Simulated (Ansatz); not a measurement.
A set of related cells and their band gap.

Cell A: ZnO (wurtzite, P6₃mc), 4 atoms in the cell, k-point mesh 12×12×8 on the run's own vectors.
```
ZnO
1.0
    3.27991     0.00000     0.00000
   -1.63995     2.84048     0.00000
    0.00000     0.00000     5.29413
Zn O
2 2
Direct
  0.33333   0.66667   0.00146
  0.66667   0.33333   0.50146
  0.33333   0.66667   0.38054
  0.66667   0.33333   0.88054
```

Cell B: ZnS (zinc blende, F-43m), 2 atoms in the cell, k-point mesh 12×12×12 on the run's own vectors.
```xyz
2
Lattice="0.0000 2.7216 2.7216 2.7216 0.0000 2.7216 2.7216 2.7216 0.0000" Properties=species:S:1:pos:R:3 pbc="T T T"
Zn     0.0000     0.0000     0.0000
S      1.3608     1.3608     1.3608
```

Computed with Ansatz (plane waves, PAW), its PAW set soft_1, cutoff 420 eV, 500 eV for r2SCAN. The structures are at rest with PBE; other levels are single points on them. HSE06 runs on coarser k-point meshes, which give the PBE gaps of the finer ones within 0.03 eV. Neutral cells; Fermi-Dirac smearing of at most 0.05 eV in the solids, energies taken to zero width. The lattices are those relaxed with PBE, so at other levels the solids can be strained, which adds to the spread. A dispersion term ran beside these levels; it doesn't touch the electrons. Gaps are highest filled to lowest empty Kohn-Sham level on the run's k-point mesh, states of defects and surfaces included; edges off the mesh make the true gap smaller, and under 0.08 eV counts as none.

Q: What does PBE give for the band gap of each cell (eV)?

A: 
```
cell            PBE
----  -------------
A     0.74 (direct)
B     2.01 (direct)
```

With PBE the value of B exceeds that of A by 1.27 eV.

Q: How do the other levels compare?

A: 
| cell | r2SCAN | HSE06 |
|---|---|---|
| A | 1.17 (direct) | 2.42 |
| B | 2.56 (direct) | 3.23 |

With r2SCAN the value of B exceeds that of A by 1.39 eV. With HSE06 the value of B exceeds that of A by 0.81 eV.

Ansatz is a quantum-chemistry and plane-wave program.
